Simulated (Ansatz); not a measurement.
**What Pt on a Os site, symmetric start does to Os**

Consider a 16-atom supercell of Os in the hcp (Mg type) structure (space group P6_3/mmc, No. 194; a = 2.738 Å, c = 4.316 Å) at its relaxed geometry.

One thing is altered: a neutral Pt on a Os site, symmetric start, atoms relaxed at fixed cell.

All numbers come from r2SCAN, PAW, 500 eV (Ansatz, an electronic-structure program; without spin-orbit coupling). Settings: 7×7×7 k-points, 0.05 eV Fermi–Dirac smearing.

- Pressure: 1.9 GPa (base 0.1 GPa)
- Energy gained by relaxation: 0.06 eV
- Largest displacement of a host atom from its site in the perfect cell: 0.03 Å
- Mean distance from the defect site to its nearest host atoms: 270 pm (base 268 pm)

The cell is small, so the values are those of an ordered compound at a high defect concentration; dilute-limit values will differ. The defect started on the symmetric site and kept its symmetry, so it may sit on a saddle. The final runs are not spin-polarised. The defect cell is not spin-polarised.
